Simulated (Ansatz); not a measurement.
The parent structure is WC (space group P-6m2, No. 187; a = 2.9226 Å, c = 2.8464 Å; relaxed with 0.1 eV smearing).

(Cell as relaxed with PBE.)

Levels (all Ansatz, an electronic-structure program, PAW, earlier PAW set): PBE (420 eV, spin-orbit coupling left out); r2SCAN (500 eV, scalar-relativistic without spin-orbit coupling).

Each level relaxes its own structure.

| base | PBE | r2SCAN |
|---|---|---|
| volume per atom | 10.53 Å³ | 10.42 Å³ |
| lattice parameter a | 5.523 bohr | 5.505 bohr |
| band gap | zero | zero |

The change: every lattice vector is shortened by 0.52 %, atoms relaxed at fixed cell.

```csv
quantity,PBE,r2SCAN
energy relative to the base (free energy F),+3.1 meV/atom,+3.3 meV/atom
band gap,zero,zero
"pressure (mean of the normal stresses, compression positive)",6.3 GPa,6.6 GPa
```

PBE's pressure lies 0.3 GPa below r2SCAN's; the two agree on the band gap. Neither level is exact; r2SCAN is the comparison here, not a measurement.

The cells carry an imposed strain or load. Stability against distortions was not tested. The final runs are not spin-polarised.
